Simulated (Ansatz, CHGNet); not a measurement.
For SiO2 (P4₁2₁2, No. 92), the machine-learned potential CHGNet-r²SCAN (trained on r²SCAN data) gives:

```
Property             Result
------------------  -------
lattice constant a  4.978 Å
c axis length       6.913 Å
```

Task: What does r²SCAN+rVV10 (PAW; Ansatz, a first-principles code) give for the same quantities?

Result: 
- lattice constant a: 4.896 Å (decreases by 1.6 %)
- lattice parameter c: 6.745 Å (decreases by 2.4 %)

Changes are worked out from the printed values.

Unless a cell is named, each level is at its own relaxed cell (CHGNet-r²SCAN 14.27, r²SCAN+rVV10 13.47 Å³/atom).

Ansatz's density-functional and Hartree–Fock values are scalar-relativistic unless marked +SOC, with PAW data made under PBE.
